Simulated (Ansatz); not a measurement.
The parent structure is KCl in the rock salt structure (space group Fm-3m, No. 225; a = 6.381 Å).

Calculations: PBE (Ansatz, a quantum-chemistry and plane-wave program; PAW; 420 eV plane waves; no SOC).

For the base:

| Item | Value |
|---|---|
| Band gap | 5.05 eV |
| Gap character | direct at Γ |
| Pressure | 0.00 GPa |

Now apply this change: every lattice vector is stretched by 0.50 %, atoms relaxed at fixed cell.

How does this affect the band gap, gap character, energy relative to the base and pressure?

The band gap falls by 0.05 eV, from 5.05 eV to 5.00 eV; the gap character remains direct at Γ; the energy grows by 0.4 meV/atom; the pressure goes from zero to -0.23 GPa.

The cells carry an imposed strain or load. No phonon test of stability was made.
